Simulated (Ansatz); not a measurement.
Start from SnO2 in the rutile structure (space group P4_2/mnm, No. 136; a = 4.7692 Å, c = 3.2120 Å).

The values are results of PBEsol/PAW in Ansatz (a first-principles code), no spin-orbit coupling, not measurements.

Before the change:

```
Item                                Result
-----------------------------  -----------
Band gap                           0.92 eV
Width of the top valence band      1.24 eV
Lattice parameter a                4.769 Å
Gap character                  direct at Γ
```

It is then changed as follows: F takes the place of O on all its sites; the structure is relaxed again.

Tabulated Pauling electronegativity and covalent radius: O 3.44, 0.66 Å; F 3.98, 0.57 Å.

### Question
Predict the new band gap.

### Answer
The band gap goes up by 1.58 eV to 2.50 eV.

### Question
How does this affect the width of the top valence band?

### Answer
The width of the top valence band goes up by 0.52 eV, from 1.24 eV to 1.76 eV.

### Question
What happens to the lattice parameter a?

### Answer
The lattice parameter a increases by 0.7013 Å, from 4.769 Å to 5.471 Å.

### Question
What does the calculation give for the gap character after the change?

### Answer
The gap character changes from direct at Γ to indirect, Γ–Z (50 % along) → M.

Whether these cells are dynamically stable was not tested. As relaxed here, SnF2 is a hypothetical phase, not in the database extracts checked.
